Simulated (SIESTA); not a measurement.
# SIESTA run on H4BrN (P4/nmm, 12 atoms in the cell): self-consistent single point

Computed with GGA PBEsol, numerical atomic orbitals DZP, PseudoDojo PBEsol standard norm-conserving potentials (rewritten from UPF to PSML) (SIESTA).

Input:

```
# files in the folder: N.psml Br.psml H.psml (PseudoDojo PBEsol standard)
SystemName  H4BrN
SystemLabel H4BrN

NumberOfAtoms                12
NumberOfSpecies              3
%block ChemicalSpeciesLabel
  1 7 N
  2 35 Br
  3 1 H
%endblock ChemicalSpeciesLabel
LatticeConstant              1.0 Ang
%block LatticeVectors
     5.968154000    0.000000000    0.000000000
     0.000000000    5.968154000    0.000000000
     0.000000000    0.000000000    4.236918000
%endblock LatticeVectors
AtomicCoordinatesFormat      Fractional
%block AtomicCoordinatesAndAtomicSpecies
     0.000000000    0.000000000    0.000000000  1
     0.500000000    0.500000000    0.000000000  1
     0.000000000    0.500000000    0.470000000  2
     0.500000000    0.000000000    0.530000000  2
     0.000000000    0.147000000    0.147000000  3
     0.353000000    0.500000000    0.147000000  3
     0.000000000    0.853000000    0.147000000  3
     0.647000000    0.500000000    0.147000000  3
     0.500000000    0.353000000    0.853000000  3
     0.853000000    0.000000000    0.853000000  3
     0.500000000    0.647000000    0.853000000  3
     0.147000000    0.000000000    0.853000000  3
%endblock AtomicCoordinatesAndAtomicSpecies

XC.functional                GGA
XC.authors                   PBEsol
PAO.BasisSize                DZP
PAO.EnergyShift              0.005 Ry
MeshCutoff                   350 Ry
%block kgrid.MonkhorstPack
    3   0   0  0.0
    0   3   0  0.0
    0   0   4  0.0
%endblock kgrid.MonkhorstPack
OccupationFunction           FD
ElectronicTemperature        50.0 meV

MaxSCFIterations             150
SCF.Mixer.Method             Pulay
SCF.Mixer.Weight             0.25
SCF.Mixer.History            6
SCF.DM.Tolerance             1.0E-05
Diag.ParallelOverK           true
WriteForces                  true
Charge.Mulliken              end
```

Log, with long lists cut:

```
reinit: Reading from file input.fdf

reinit: System Name: H4BrN
reinit: System Label: H4BrN

coor:   Atomic-coordinates input format  =     Fractional

siesta: Atomic coordinates (Bohr) and species
siesta:      0.00000   0.00000   0.00000  1        1
siesta:      5.63909   5.63909   0.00000  1        2
siesta:      0.00000   5.63909   3.76311  2        3
siesta:      5.63909   0.00000   4.24351  2        4
siesta:      0.00000   1.65789   1.17697  3        5
siesta:      3.98120   5.63909   1.17697  3        6
siesta:      0.00000   9.62028   1.17697  3        7
siesta:      7.29698   5.63909   1.17697  3        8
siesta:      5.63909   3.98120   6.82964  3        9
siesta:      9.62028   0.00000   6.82964  3       10
siesta:      5.63909   7.29698   6.82964  3       11
siesta:      1.65789   0.00000   6.82964  3       12

siesta: System type = bulk

initatomlists: Number of atoms, orbitals, and projectors:     12    92    92

siesta: ******************** Simulation parameters ****************************
redata: Spin configuration                          = none
redata: Time-Reversal Symmetry                      = T
redata: Number of Atomic Species                    =        3
redata: Mesh Cutoff                                 =   350.0000 Ry
redata: Net charge of the system                    =     0.0000 |e|
redata: Min. number of SCF Iter                     =        0
redata: Max. number of SCF Iter                     =      150
redata: SCF convergence failure will abort job
redata: SCF mix quantity                            = Hamiltonian
redata: Mix DM or H after convergence               =   F
redata: Recompute H after scf cycle                 =   F
redata: Mix DM in first SCF step                    =   T
redata: No kicks to SCF
redata: DM Mixing Weight for Kicks                  =     0.5000
redata: Require Harris convergence for SCF          =   F
   [... lines left out ...]
diag: Parallel distribution                         =     1 x     1
diag: Used triangular part                          = Lower
diag: Absolute tolerance                            =  0.100E-15
diag: Orthogonalization factor                      =  0.100E-05
diag: Memory factor                                 =  1.0000

superc: Internal auxiliary supercell:     5 x     5 x     5  =     125
superc: Number of atoms, orbitals, and projectors:   1500  11500  11500

                        Single-point calculation

superc: Internal auxiliary supercell:     5 x     5 x     5  =     125
superc: Number of atoms, orbitals, and projectors:   1500  11500  11500

outcell: Unit cell vectors (Ang):
        5.968154    0.000000    0.000000
        0.000000    5.968154    0.000000
        0.000000    0.000000    4.236918

outcell: Cell vector modules (Ang)   :    5.968154    5.968154    4.236918
outcell: Cell angles (23,13,12) (deg):     90.0000     90.0000     90.0000
outcell: Cell volume (Ang**3)        :    150.9142
new_DM -- step:     1
Initializing Density Matrix...

Attempting to read DM from file... Failed...
DM filled with atomic data:

InitMesh: MESH = 72 x 72 x 48 = 248832
InitMesh: Mesh cutoff (required, used) =   350.000   354.719 Ry

stepf: Fermi-Dirac step function
        iscf     Eharris(eV)        E_KS(eV)     FreeEng(eV)     dDmax    Ef(eV) dHmax(eV)
   scf:    1    -1557.800035    -1546.730406    -1546.730406  1.971827 -4.393241  4.834438
   scf:    2    -1548.825190    -1547.940783    -1547.940783  0.086956 -5.286166  1.784087
   scf:    3    -1548.289680    -1548.172271    -1548.172271  0.083044 -4.844857  0.294121
   scf:    4    -1548.184495    -1548.180375    -1548.180375  0.030856 -4.784757  0.069972
   scf:    5    -1548.181264    -1548.180857    -1548.180857  0.006189 -4.722088  0.038898
   scf:    6    -1548.180951    -1548.180947    -1548.180947  0.000861 -4.733640  0.010024
   scf:    7    -1548.180956    -1548.180954    -1548.180954  0.000321 -4.730562  0.001517
   scf:    8    -1548.180954    -1548.180954    -1548.180954  0.000245 -4.731012  0.000216
   scf:    9    -1548.180954    -1548.180954    -1548.180954  0.000014 -4.730966  0.000022
   scf:   10    -1548.180954    -1548.180954    -1548.180954  0.000002 -4.730966  0.000017
SCF Convergence by DM+H criterion
max |DM_out - DM_in|         :     0.0000018277
max |H_out - H_in|      (eV) :     0.0000170308
SCF cycle converged after 10 iterations

Using DM_out to compute the final energy and forces

siesta: E_KS(eV) =            -1548.1810

siesta: E_KS - E_eggbox =     -1548.1810

siesta: Atomic forces (eV/Ang):
     1   -0.000000   -0.000000   -0.000000
     2   -0.000000    0.000000    0.000000
     3   -0.000000    0.000000   -0.413591
     4   -0.000000   -0.000000    0.413591
     5    0.000000   -0.307343   -0.277267
     6    0.307343    0.000000   -0.277267
     7    0.000000    0.307343   -0.277267
     8   -0.307343    0.000000   -0.277267
     9    0.000000    0.307343    0.277267
    10    0.307343   -0.000000    0.277267
    11    0.000000   -0.307343    0.277267
    12   -0.307343   -0.000000    0.277267
   Tot   -0.000000    0.000000   -0.000000
   Max    0.413591
   Res    0.218124    sqrt( Sum f_i^2 / 3N )
   Max    0.413591    constrained

Stress tensor Voigt[x,y,z,yz,xz,xy] (kbar):       49.46       49.46       47.90       -0.00       -0.00       -0.00
(Free)E + p*V (eV/cell)    -1552.7910
Target enthalpy (eV/cell)    -1548.1810

siesta: Program's energy decomposition (eV):
siesta: Ebs     =      -412.247213
siesta: Eions   =      2582.258049
siesta: Ena     =       786.270943
siesta: Ekin    =       728.690317
siesta: Enl     =        50.249802
siesta: Eso     =         0.000000
siesta: Edftu   =         0.000000
siesta: DEna    =       -17.747427
siesta: DUscf   =         1.954205
siesta: DUext   =         0.000000
siesta: Ex      =      -470.416648
siesta: Ec      =       -44.924098
siesta: Exc     =      -515.340745
siesta: Eharris =     -1548.180954
siesta: Etot    =     -1548.180954
siesta: FreeEng =     -1548.180954

siesta: Atomic forces (eV/Ang):
siesta:      1   -0.000000   -0.000000   -0.000000
siesta:      2   -0.000000    0.000000    0.000000
siesta:      3   -0.000000    0.000000   -0.413591
siesta:      4   -0.000000   -0.000000    0.413591
siesta:      5    0.000000   -0.307343   -0.277267
siesta:      6    0.307343    0.000000   -0.277267
   [... lines left out ...]
siesta: Cell volume =        150.914198 Ang**3
siesta:         -48.94281705        -66.40371595  kBar
   [... lines left out ...]
               4s      4s      4py     4pz     4px     4py     4pz     4px
               4Pdxy   4Pdyz   4Pdz2   4Pdxz   4Pdx2-y2
   3  7.390   1.899   0.022   1.907   1.980   1.907  -0.101  -0.141  -0.101
              0.004   0.004   0.004   0.004   0.005
   4  7.390   1.899   0.022   1.907   1.980   1.907  -0.101  -0.141  -0.101
              0.004   0.004   0.004   0.004   0.005

Species: H
Atom  Qatom  Qorb
               1s      1s      2Ppy    2Ppz    2Ppx
   5  1.107   0.476   0.427   0.092   0.068   0.044
   6  1.107   0.476   0.427   0.044   0.068   0.092
   7  1.107   0.476   0.427   0.092   0.068   0.044
   8  1.107   0.476   0.427   0.044   0.068   0.092
   9  1.107   0.476   0.427   0.092   0.068   0.044
  10  1.107   0.476   0.427   0.044   0.068   0.092
  11  1.107   0.476   0.427   0.092   0.068   0.044
  12  1.107   0.476   0.427   0.044   0.068   0.092

mulliken: Qtot =       32.000

Mulliken Atomic Populations:
Atom #   charge [q] valence [e]  Species
     1     0.819193    4.180807  N
     2     0.819193    4.180807  N
     3    -0.390345    7.390345  Br
     4    -0.390345    7.390345  Br
     5    -0.107212    1.107212  H
     6    -0.107212    1.107212  H
     7    -0.107212    1.107212  H
     8    -0.107212    1.107212  H
     9    -0.107212    1.107212  H
    10    -0.107212    1.107212  H
    11    -0.107212    1.107212  H
    12    -0.107212    1.107212  H
 Total     0.000000
```

The run converged in 10 iterations.

The starting cell comes from a database of published, mostly measured structures (it also holds non-ambient and calculated ones), without a prior relaxation at this level. Its lattice was rescaled by a random factor within 2.5 % of one. Values carry the incompleteness of an atom-centred basis. With a pressure of about -5 GPa the cell is away from its equilibrium volume at this level.
